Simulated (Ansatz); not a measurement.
# Cost against accuracy: kpoints.mp_grid.grid for SiC (F-43m, 2 atoms in the cell)

```
SiC
1.0
    0.00000     2.13933     2.13933
    2.13933     0.00000     2.13933
    2.13933     2.13933     0.00000
Si C
1 1
Direct
  0.25000   0.25000   0.25000
  0.00000   0.00000   0.00000
```

Level of theory: PBE (plane waves, PAW; Ansatz, a program for electronic structure).

Base settings: kpoints.mp_grid.grid = 13 13 13; hamiltonian.xc = pbe; hamiltonian.pseudopotentials = {kind: paw} (the program's default PAW files); scf.occupations.method = fixed.

Misses are taken against the tightest run, 32 32 32, which need not be fully converged itself. The energy is the free energy per atom.

The count of work is k-points × plane waves × bands × iterations; it is no time, and leaves out set-up, grids and terms that scale otherwise. 

The starting cell comes from a database of computed structures (which also holds hypothetical and non-ambient phases and stackings), without a prior relaxation at this level. Its lattice was rescaled by a random factor within 2.5 % of one. In the base run, with a pressure of about 17 GPa the cell is away from its equilibrium volume at this level. Ansatz's pressure includes its estimate of the finite-basis (Pulay) stress.

The runs (kpoints.mp_grid.grid): 1 1 1 | 2 2 2 | 3 3 3 | 4 4 4 | 5 5 5 | 6 6 6 | 7 7 7 | 9 9 9 | 11 11 11 | 13 13 13 | 15 15 15 | 17 17 17 | 21 21 21 | 26 26 26 | 32 32 32.

**Question.** Which is the coarsest setting among those run that, with all tighter ones, holds the energy within 1 meV/atom of the reference, and what does it save?

**Answer.** 9 9 9, off by 0.19 meV/atom; it needs 0.039 of the reference's count of work.

**Question.** What does the step from 1 1 1 to 2 2 2 buy?

**Answer.** It takes the miss in the energy from 9200 to 1300 meV/atom, for 3.0 times the count of work.

| kpoints.mp_grid.grid | energy less reference (meV/atom) | pressure less reference (GPa) | count of work / reference |
|---|---|---|---|
| 1 1 1 | 9233.66 | 40.44 | 0.0013 |
| 2 2 2 | 1279.85 | 9.63 | 0.0039 |
| 3 3 3 | 257.51 | 1.85 | 0.0045 |
| 4 4 4 | 64.63 | 0.49 | 0.0089 |
| 5 5 5 | 18.14 | 0.17 | 0.011 |
| 6 6 6 | 5.54 | 0.06 | 0.018 |
| 7 7 7 | 1.81 | 0.03 | 0.022 |
| 9 9 9 | 0.19 | 0.01 | 0.039 |
| 11 11 11 | 0.02 | 0.00 | 0.062 |
| 13 13 13 | 0.01 | 0.00 | 0.094 |
| 15 15 15 | -0.01 | 0.00 | 0.13 |
| 17 17 17 | 0.00 | 0.00 | 0.18 |
| 21 21 21 | 0.00 | 0.00 | 0.32 |
| 26 26 26 | 0.00 | 0.00 | 0.57 |
| 32 32 32 | 0.00 | 0.00 | 1.0 |

Keys are those of Ansatz 0.2.
